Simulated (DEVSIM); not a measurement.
Device: Schottky contact on n-type Ge, at 350 K.

Layer 1 from the left is Ge, thickness (μm) 0.580, Nd (cm⁻³) 5.8e16, τn (s) 7.7e-6, τp (s) 7.7e-6. Layer 2 from the left is Ge, thickness (μm) 14.0, Nd (cm⁻³) 8.8e17, τn (s) 7.7e-6, τp (s) 7.7e-6.

Left contact: Schottky, work function 4.24 eV, emission velocity 5.6e6 cm/s. Right contact: ohmic. Voltage is applied to the left contact. Recombination: SRH at mid-gap, Auger. Mobility is μmin + (μ − μmin)/(1 + (N/Nref)^α).

The device is made up for the run: typed textbook-type constants, with dimensions and the other settings drawn at random. Values at 300 K; Nc and Nv go as T^1.5, mobilities as T to minus their exponent, the gap by Varshni's rule with the affinity fixed.

Ge: gap (eV) 0.664, affinity (eV) 4, permittivity 16, Nc (cm⁻³) 1.04e19, Nv (cm⁻³) 6e18, μn (cm²/Vs) 3900, μp (cm²/Vs) 1900, μn,min 150, μp,min 100, Nref,n 2.6e17, Nref,p 4e17, αn 0.56, αp 0.6, T exponent of μn 1.66, T exponent of μp 2.33, Cn (cm⁶/s) 1e-31, Cp (cm⁶/s) 1e-31, Varshni α (eV/K) 0.000477, Varshni β (K) 235.

Model (solved in DEVSIM): 1D drift-diffusion, Boltzmann statistics, complete ionisation; no tunnelling, impact ionisation, image-force lowering or self-heating. Metal contacts follow the ideal Schottky-Mott rule: no Fermi-level pinning, no interface dipoles.

**Question.** What does the simulation give for the potential step across the device at zero bias?

**Answer.** potential step across the device at zero bias 0.159 V.
